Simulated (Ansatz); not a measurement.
# GeS, point defects

The parent structure is an 8-atom supercell of GeS in the GeS type structure (space group Pnma, No. 62; layered, stacked along the Cartesian x axis) at its relaxed geometry.

```
CELL_PARAMETERS angstrom
     10.66092     0.00000     0.00000
      0.00000     3.68123     0.00000
      0.00000     0.00000     4.35573
ATOMIC_POSITIONS crystal
  Ge 0.62456 0.75000 0.63494
  Ge 0.87544 0.25000 0.13494
  Ge 0.37544 0.25000 0.36506
  Ge 0.12456 0.75000 0.86506
  S  0.34932 0.75000 0.99502
  S  0.15068 0.25000 0.49502
  S  0.65068 0.25000 0.00498
  S  0.84932 0.75000 0.50498
```

One neutral defect a cell, atoms relaxed at fixed cell.

Computed with PBE-D3(BJ)/PAW in Ansatz (a program for electronic structure), without spin-orbit coupling.

| change | pressure | shift of the substituted atom off its lattice site | largest displacement of a host atom from its site in the perfect cell |
|---|---|---|---|
| perfect supercell | 0.0 GPa | – | – |
| Ge on a S site (antisite) | 0.3 GPa | 0.18 Å | 0.55 Å |
| Ge interstitial (started 2.00 Å from the nearest host atom) | 4.3 GPa | – | 1.65 Å |
| S on a Ge site (antisite), symmetric start | -1.3 GPa | 0.53 Å | 0.20 Å |
| As on a Ge site | -1.0 GPa | 0.32 Å | 0.25 Å |

The magnetic state is the one reached from the starting moments; the real material's order can differ, and small cells can't hold many antiferromagnetic ones. The cell is small, so the values are those of an ordered compound at a high defect concentration; dilute-limit values will differ. A case with no gap was solved on a k-mesh chosen for an insulator, which is coarse for it. Defects with a symmetric start kept the site's symmetry and may sit on a saddle; the others started slightly shaken. Seeded moments were not kept for Ge on a S site (antisite), Ge interstitial (started 2.00 Å from the nearest host atom), S on a Ge site (antisite) and As on a Ge site. The D3 term's C6 switches between coordination references near this geometry, which can add small steps to energies.
